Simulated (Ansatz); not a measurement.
# MgS (model structure, started from the BN type, Pm-3n, No. 223, 12 atoms in the cell)

Computed with LDA in Ansatz (PAW).

Numerical settings: plane-wave cutoff 520 eV, 6×6×6 k mesh, Fermi–Dirac smearing 0.01 eV, scalar-relativistic PAW data made under PBE.

Cell (relaxed at this level):

```yaml
crystal:
  lattice:
    - [6.86544, 0.00000, 0.00000]
    - [0.00000, 6.86544, 0.00000]
    - [0.00000, 0.00000, 6.86544]
  atoms:
    - { symbol: Mg, position: [0.25000, 0.00000, 0.50000] }
    - { symbol: Mg, position: [0.50000, 0.25000, 0.00000] }
    - { symbol: Mg, position: [0.50000, 0.75000, 0.00000] }
    - { symbol: Mg, position: [0.75000, 0.00000, 0.50000] }
    - { symbol: Mg, position: [0.00000, 0.50000, 0.75000] }
    - { symbol: Mg, position: [0.00000, 0.50000, 0.25000] }
    - { symbol: S, position: [0.25000, 0.50000, 0.00000] }
    - { symbol: S, position: [0.00000, 0.25000, 0.50000] }
    - { symbol: S, position: [0.00000, 0.75000, 0.50000] }
    - { symbol: S, position: [0.75000, 0.50000, 0.00000] }
    - { symbol: S, position: [0.50000, 0.00000, 0.75000] }
    - { symbol: S, position: [0.50000, 0.00000, 0.25000] }
```

```yaml
band_gap: 2.86 eV (direct)
```

Note: the relaxation could raise the start's symmetry but not lower it, so the cell can be a saddle point.

Static lattice: no zero-point or thermal effects.

Cost on a shared machine: about 50 core-seconds (a rough figure).

A model structure was made by putting elements into a prototype or built by hand; it is no filed structure, need not be a known phase, and can be a saddle point held by its symmetry.

Ansatz is a program for electronic structure.
